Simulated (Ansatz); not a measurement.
We consider Cu₃N (model structure, started from the D03 type, Fm-3m, No. 225, 4 atoms in the cell), described by LDA in Ansatz (plane waves, PAW).

Numerical settings: plane-wave cutoff 520 eV, 20×20×20 k mesh, Fermi–Dirac smearing 0.05 eV, no spin polarisation, scalar-relativistic PAW data made under PBE.

Cell (relaxed at this level):

```
Cu3N
1.0
    0.00000     2.70508     2.70508
    2.70508     0.00000     2.70508
    2.70508     2.70508     0.00000
N Cu
1 3
Direct
  0.00000   0.00000   0.00000
  0.50000   0.50000   0.50000
  0.25000   0.25000   0.25000
  0.75000   0.75000   0.75000
```

Estimate the bulk modulus B0 that the calculation returns.


- bulk modulus B0: 192 GPa

Note: the bulk modulus is −V dP/dV from two relaxed cells at ±2 % in volume; the relaxation could raise the start's symmetry but not lower it, so the cell can be a saddle point.

Computed values are for the static lattice.

A model structure was made by putting elements into a prototype or built by hand; it is no filed structure, need not be a known phase, and can be a saddle point held by its symmetry.

Ansatz is an electronic-structure program.
